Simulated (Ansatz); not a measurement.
Stishovite (SiO2), treated with r²SCAN+rVV10 (Ansatz, a first-principles code, plane waves, PAW).

Run with plane-wave cutoff 560 eV, 8×8×12 k mesh (along the axes of the cell as run), Fermi–Dirac smearing 0.01 eV, scalar-relativistic PAW data made under PBE.

The cell is scaled about its equilibrium volume:

Shape and atoms are relaxed at each volume.

```
V (Å³/atom)  P (GPa)  direct gap at Γ (eV)  c (Å)  a (Å)
-----------  -------  --------------------  -----  -----
7.443          14.02                 7.253  2.644  4.110
7.598           6.59                 6.896  2.657  4.142
7.753           0.00                 6.559  2.668  4.176
7.908          -5.82                 6.246  2.678  4.209
8.064         -10.91                 5.955  2.686  4.244
```

A straight line through the gaps at Γ against ln V gives a volume deformation potential dE_g(Γ)/d ln V of -16.2 eV: the gap at Γ widens under compression.

Note: the bulk modulus comes from volumes at which shape and atoms were relaxed.
